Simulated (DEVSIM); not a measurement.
System: abrupt GaSb n-p junction, at 300 K.

```csv
layer (left to right),material,thickness (μm),Nd (cm⁻³),Na (cm⁻³),τn (s),τp (s)
1,GaSb,0.340,9e16,-,2.6e-9,2.6e-9
2,GaSb,190,-,3.3e16,2.6e-9,2.6e-9
```

Left contact: ohmic. Right contact: ohmic. Voltage is applied to the left contact. Recombination: SRH at mid-gap, radiative, Auger. Mobility is μmin + (μ − μmin)/(1 + (N/Nref)^α).

Constants are typed, rounded textbook-type inputs, not results; the design itself was drawn at random and stands for no fabricated device. Values at 300 K.

| parameter | GaSb |
|---|---|
| gap (eV) | 0.726 |
| affinity (eV) | 4.06 |
| permittivity | 15.7 |
| Nc (cm⁻³) | 2.1e17 |
| Nv (cm⁻³) | 1.8e19 |
| μn (cm²/Vs) | 5000 |
| μp (cm²/Vs) | 850 |
| μn,min | 1000 |
| μp,min | 190 |
| Nref,n | 2.8e17 |
| Nref,p | 9e17 |
| αn | 1.05 |
| αp | 0.65 |
| B (cm³/s) | 1e-10 |
| Cn (cm⁶/s) | 5e-30 |
| Cp (cm⁶/s) | 5e-30 |

Model (solved in DEVSIM): 1D drift-diffusion, Boltzmann statistics, complete ionisation; no tunnelling, impact ionisation, image-force lowering or self-heating.

**Question.** Tabulate band edges, carrier densities and field at zero bias.

**Answer.** Energies count from the Fermi level of the right contact; mesh points crowd at the junctions.

```csv
x (μm),Ec (eV),Ev (eV),n (cm⁻³),p (cm⁻³),field (V/cm)
0.000,0.022,-0.704,9.0e16,2.7e7,≈ 0
0.03469,0.022,-0.704,9.0e16,2.7e7,≈ 0
0.1073,0.022,-0.704,9.0e16,2.7e7,≈ 0
0.2378,0.023,-0.703,8.8e16,2.7e7,420
0.3224,0.105,-0.621,3.7e15,6.6e8,35000
0.3493,0.228,-0.498,3.1e13,7.7e10,49000
0.4011,0.428,-0.298,1.3e10,1.8e14,29000
0.6054,0.563,-0.163,7.3e7,3.3e16,49
1.026,0.563,-0.163,7.3e7,3.3e16,≈ 0
2.132,0.563,-0.163,7.3e7,3.3e16,≈ 0
4.773,0.563,-0.163,7.3e7,3.3e16,≈ 0
15.48,0.563,-0.163,7.3e7,3.3e16,≈ 0
39.08,0.563,-0.163,7.3e7,3.3e16,≈ 0
95.34,0.563,-0.163,7.3e7,3.3e16,≈ 0
162.4,0.563,-0.163,7.3e7,3.3e16,≈ 0
179.4,0.563,-0.163,7.3e7,3.3e16,≈ 0
185.9,0.563,-0.163,7.3e7,3.3e16,≈ 0
188.6,0.563,-0.163,7.3e7,3.3e16,≈ 0
189.8,0.563,-0.163,7.3e7,3.3e16,≈ 0
190.2,0.563,-0.163,7.3e7,3.3e16,≈ 0
190.3,0.563,-0.163,7.3e7,3.3e16,≈ 0
190.3,0.563,-0.163,7.3e7,3.3e16,≈ 0
```
